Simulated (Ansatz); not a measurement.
We consider corundum In2O3 (high-pressure phase), described by r²SCAN (Ansatz, a program for electronic structure, plane waves, PAW).

Run with plane-wave cutoff 500 eV, 10×10×10 k mesh, Fermi–Dirac smearing 0.05 eV, scalar-relativistic PAW data made under PBE.

Cell (relaxed at this level):

Space group R-3c, hexagonal axes (No. 167); a = 5.508 Å, b = 5.508 Å, c = 14.562 Å, α = 90.00°, β = 90.00°, γ = 120.00°

```
atom  site  symmetry       x       y       z
----  ----  --------  ------  ------  ------
In     12c        3.  0.0000  0.0000  0.1430
O      18e        .2  0.2966  0.2966  0.2500
```
(The calculation used a cell of 10 atoms; values per cell refer to that cell.)

What does this level give for the band gap?


- band gap = 1.80 eV (on the SCF k mesh)

Spin–orbit coupling is not included.

Static lattice: no zero-point or thermal effects.
